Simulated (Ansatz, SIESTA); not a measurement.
**One structure in several programs: YCo₄Si (P1, 6 atoms in the cell)**

Self-consistent single point, at a second geometry (atoms moved at random). First geometry:

```
YCo4Si
1.0
    5.07588     0.00000     0.00000
   -2.53794     4.39584     0.00000
    0.00000     0.00000     3.71864
Y Co Si
1 4 1
Cartesian
  2.53794   1.46528   0.00000
  0.00000   2.93056   0.00000
  1.26901   3.66322   1.85932
  0.00000   1.46523   1.85932
 -1.26901   3.66322   1.85932
  0.00000   0.00000   0.00000
```
Moments meant for the start (each program seeds them in its own way; μB, in the order of the atoms Y Co Co Co Co Si): 0.0 3.0 3.0 3.0 3.0 0.0.

Second geometry:
```
YCo4Si
1.0
    5.07588     0.00000     0.00000
   -2.53794     4.39584     0.00000
    0.00000     0.00000     3.71864
Y Co Si
1 4 1
Direct
  0.65614   0.32904   0.01852
  0.35149   0.67910   0.98642
  0.66857   0.82795   0.49165
  0.16560   0.33882   0.49931
  0.17149   0.83027   0.50405
  0.98671   0.99483   0.00006
```
Moments meant for the start (each program seeds them in its own way; μB, in the order of the atoms Y Co Co Co Co Si): 0.0 3.0 3.0 3.0 3.0 0.0.

Shared settings, as Ansatz (a first-principles code) writes them: kpoints.mp_grid.grid = 5 5 6; scf.occupations.method = fermi_dirac; scf.occupations.width = 0.1 eV. Potentials and cutoffs stand in the table.

```
code                                                                                                                       model  ΔF from the first geometry (meV/atom)  pressure (GPa)  largest force (eV/Å)  size of the net moment (μB/atom)       cutoff
------  ------------------------------------------------------------------------------------------------------------------------  -------------------------------------  --------------  --------------------  --------------------------------  -----------
SIESTA  LDA PW92, numerical atomic orbitals DZP, PseudoDojo LDA standard norm-conserving potentials (rewritten from UPF to PSML)                                    7.8          -15.16                 0.594                              0.58  grid 400 Ry
Ansatz                                                                                       LDA (PW92), PAW files made with PBE                                    9.1          -12.66                 0.594                              0.57       420 eV
```

Size of the force on each atom (eV/Å): Sizes of forces hide their directions.

```
code       Y1    Co2    Co3    Co4    Co5    Si6
------  -----  -----  -----  -----  -----  -----
SIESTA  0.257  0.594  0.285  0.111  0.262  0.379
Ansatz  0.232  0.594  0.198  0.230  0.361  0.357
```

On Ansatz's run: the magnetic order is the one reached from the typed start; others were not searched systematically.

The spread over the programs that give each value: ΔF from the first geometry within 1.3 meV/atom; pressure within 2.50 GPa; largest force within 0.000 eV/Å; size of the net moment within 0.01 μB/atom.

SIESTA uses small atom-centred bases, whose incompleteness enters pressures, forces and empty levels differently from a plane-wave cutoff. Ansatz's pressure is given at a fixed set of plane waves, as the other plane-wave codes print theirs; with its correction for the finite basis it is -12.60 GPa.

The starting cell comes from a database of computed structures (which also holds hypothetical and non-ambient phases and stackings), without a prior relaxation at this level. For this run, on top of that: atoms moved at random.

Keys are those of Ansatz 0.2.
